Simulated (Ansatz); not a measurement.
# A computed series for InP: response to strain

Base system: InP in the zinc blende structure (space group F-43m, No. 216; a = 5.827 Å). Axes: x, y, z lie along the cube axes.

Strains are applied to the cell and any free atomic positions relax; under biaxial strain the out-of-plane vector relaxes too.

Computed with DFT with LDA, PAW potentials and a 420 eV plane-wave cutoff in Ansatz (an electronic-structure program), no spin-orbit coupling.

| biaxial strain, plane normal [111], relaxed out of plane (%) | out-of-plane strain (%) |
|---|---|
| -2.5 | 1.62 |
| -2.08 | 1.33 |
| -1.67 | 1.06 |
| -1.25 | ? |
| -0.83 | 0.52 |
| -0.42 | 0.26 |
| 0 | 0.00 |

Problem. Fit ε⊥ = −νε + γε² (strains in %) to the rows shown and predict the withheld row.

Solution. Least squares on the printed values gives ν = 0.61 (the biaxial Poisson response) and γ = 0.014 (largest residual 0.00 %); this predicts 0.79 %, and the run gives 0.79 %, in agreement.

Whether these cells are dynamically stable was not tested.
